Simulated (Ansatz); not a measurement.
**Na2S in the anti-fluorite structure (space group Fm-3m, No. 225)**

```cif
data_Na2S
_chemical_formula_sum 'Na2 S1'
_space_group_name_H-M_alt 'P 1'
_space_group_IT_number 1
_cell_length_a 4.64424
_cell_length_b 4.64424
_cell_length_c 4.64424
_cell_angle_alpha 60.000
_cell_angle_beta 60.000
_cell_angle_gamma 60.000
loop_
_space_group_symop_operation_xyz
  'x, y, z'
loop_
_atom_site_label
_atom_site_type_symbol
_atom_site_fract_x
_atom_site_fract_y
_atom_site_fract_z
_atom_site_occupancy
Na1 Na 0.25000 0.25000 0.25000 1
Na2 Na 0.75000 0.75000 0.75000 1
S1 S 0.00000 0.00000 0.00000 1
```

All numbers come from Ansatz (an electronic-structure program), PBE, PAW, cutoff 420 eV, spin-orbit coupling left out. Settings: 9×9×9 k-points, 0.05 eV Fermi–Dirac smearing.

- Volume per atom = 23.61 Å³
- Density = 1.83 g/cm³
- Band gap = 2.45 eV, direct at Γ
- Electron mass = 0.29 mₑ
- Hole mass (degenerate bands, along [100]) = 0.43, 2.8, 2.8 mₑ
- Lowest conduction-band minima above the VBM = Γ 2.45 eV; X along ⟨100⟩ 3.84 eV
- Total energy = -1292.714 eV/atom (σ→0; compares only within this code and set-up)

Effective masses come from finite differences of ±0.01 Å⁻¹. Stability against distortions was not tested.
